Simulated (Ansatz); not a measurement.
We consider HfN (P6₃/mmc, No. 194, 4 atoms in the cell; start mp-1096994; a measured phase of this formula has another space group), described by PBEsol in Ansatz (plane waves, PAW).

Settings: plane-wave cutoff 520 eV, 24×24×10 k mesh (along the axes of the cell as run), Fermi–Dirac smearing 0.05 eV, scalar-relativistic PAW data made under PBE.

Cell (relaxed at this level):

```
HfN
1.0
    3.12714     0.00000     0.00000
   -1.56357     2.70818     0.00000
    0.00000     0.00000     5.39122
Hf N
2 2
Direct
  0.66667   0.33333   0.75000
  0.33333   0.66667   0.25000
  0.00000   0.00000   0.00000
  0.00000   0.00000   0.50000
```

### Question
Give the computed bulk modulus.

### Answer

* **bulk modulus**: 280 GPa

The run finds no gap.

Note: the bulk modulus is −V dP/dV from two relaxed cells at ±2 % in volume; the relaxation could not lower the start's symmetry, so the cell can be a saddle point above a distorted one.

Spin–orbit coupling is not included; it can open a gap where bands touch, and shift volumes and moduli.

The computed numbers hold no vibrational or temperature effects.

It cost about 5 core-minutes (a rough figure) of CPU time.

A start named mp-… is a Materials Project structure, which need not be a measured phase.

Ansatz is a first-principles code.
